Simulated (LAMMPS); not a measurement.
Consider a slab of Ta (bcc) cut on the (-110) plane, one half shifted rigidly along [111] and [11-2] of the cubic cell, atoms relaxed along the normal alone (0 K).

Computed with machine-learned potential (static), pair style snap, file Ta06A.snap; code LAMMPS.

```yaml
largest_energy_on_the_surface: 1800 mJ/m²
largest energy on the line along [111]: 1140 mJ/m²
cost: around 5 core-minutes (rough)
```

Potential: file Ta06A.snap of the LAMMPS distribution; its header cites Thompson, Swiler, Trott, Foiles and Tucker, arxiv.org, 1409.3880 (2014).

| shift along [11-2], in periods of 8.123 Å | γ (mJ/m²) |
|---|---|
| 0.000 | 0.000 |
| 0.04167 | 202 |
| 0.08333 | 635 |
| 0.1250 | 1050 |
| 0.1667 | 1270 |
| 0.2083 | 1260 |
| 0.2500 | 1110 |
| 0.2917 | 931 |
| 0.3333 | 881 |
| 0.3750 | 1050 |
| 0.4167 | 1340 |
| 0.4583 | 1650 |
| 0.5000 | 1800 |
| 0.5417 | 1650 |
| 0.5833 | 1340 |
| 0.6250 | 1050 |
| 0.6667 | 881 |
| 0.7083 | 931 |
| 0.7500 | 1110 |
| 0.7917 | 1260 |
| 0.8333 | 1270 |
| 0.8750 | 1050 |
| 0.9167 | 635 |
| 0.9583 | 202 |
| 1.000 | 0.000 |
